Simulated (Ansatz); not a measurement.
Start from Ba in the bcc (W type) structure (space group Im-3m, No. 229; relaxed with 0.1 eV smearing).

```xyz
1
Lattice="-2.5121 2.5121 2.5121 2.5121 -2.5121 2.5121 2.5121 2.5121 -2.5121" Properties=species:S:1:pos:R:3 pbc="T T T"
Ba     0.0000     0.0000     0.0000
```

The values are results of PBE (Ansatz, a program for electronic structure), scalar-relativistic without spin-orbit coupling, not measurements.

Before the change:

```
Quantity   Result
--------  -------
Pressure  0.0 GPa
Band gap     zero
```

Modification: an isotropic linear strain of −2.00 %; the atoms relax in the strained cell.

Task: Estimate the effect on the energy relative to the base.

Result: The energy rises by 6.4 meV/atom.

Task: Predict the new pressure.

Result: The pressure goes from zero to 0.6 GPa.

Task: How does this affect the band gap?

Result: The band gap remains zero.

Whether these cells are dynamically stable was not tested.
